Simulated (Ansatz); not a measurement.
BaF2 in the fluorite structure (space group Fm-3m, No. 225)

```xyz
3
Lattice="0.0000 3.0687 3.0687 3.0687 0.0000 3.0687 3.0687 3.0687 0.0000" Properties=species:S:1:pos:R:3 pbc="T T T"
Ba     0.0000     0.0000     0.0000
F      1.5344     1.5344     1.5344
F      4.6031     4.6031     4.6031
```

Method: DFT with PBEsol, PAW potentials and a 420 eV plane-wave cutoff in Ansatz (a quantum-chemistry and plane-wave program), no spin-orbit coupling. Γ-centred 9×9×9 mesh, Fermi–Dirac width 0.05 eV.

```yaml
volume_per_atom: 19.27 Å³
density: 5.04 g/cm³
band_gap: 6.83 eV, indirect, K–Γ (36 % along) → Γ
electron_mass: 0.48 mₑ
Lowest conduction-band minima above the VBM: Γ 6.83 eV; X along ⟨100⟩ 7.29 eV
total_energy: -2489.873 eV/atom (σ→0; compares only within this code and set-up)
```

Masses are band curvatures over ±0.01 Å⁻¹ around the edge. Whether these cells are dynamically stable was not tested.
